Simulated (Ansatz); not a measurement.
Bond-angle distributions (per cent of the angles at each element, bins of 10°) of a relaxed model of amorphous W16Si32 at 8.83 g/cm³. All values below come from PBE, scalar-relativistic without spin-orbit coupling (plane waves to 420 eV, PAW; Ansatz, a quantum-chemistry and plane-wave program).

The cell was made by melting and quenching with the CHGNet potential and then relaxed with DFT. The hot cell started wider than the set density and was brought back towards it in steps. It is the lowest in DFT energy of 2 quenches. It is a model cell: composition and starting density were chosen by hand, and all elements were melted together. No dispersion term was used. Its density started from a set value of 8.82 and ended at 8.83 g/cm³. Cooling (nominally 240 K/ps over its main leg) ran many orders faster than in experiment, which tends to leave more defects and strain. Values belong to this one cell and scatter from quench to quench. The volume was free in the relaxation, at fixed shape. Stress components on the final sampling reach 1.4 GPa. On a 2×2×2 Γ-centred mesh force components of up to 0.45 eV/Å stay, since the relaxation ran on one k-point at (1/4, 1/4, 1/4).

Bonds are counted up to W-W 3.44 Å, W-Si 3.36 Å, Si-Si 2.74 Å.

| angle (°) | at W | at Si |
|---|---|---|
| 50-60 | 20 | 11 |
| 60-70 | 11 | 20 |
| 70-80 | 6 | 7 |
| 80-90 | 6 | 3 |
| 90-100 | 9 | 6 |
| 100-110 | 12 | 10 |
| 110-120 | 10 | 16 |
| 120-130 | 5 | 9 |
| 130-140 | 6 | 6 |
| 140-150 | 6 | 5 |
| 150-160 | 4 | 3 |
| 160-170 | 3 | 2 |
| 170-180 | 0 | 2 |

They go with these counts of neighbours within the cut-offs, cation contacts included: W mean 12.1, most often 13; Si mean 7.5, most often 7.
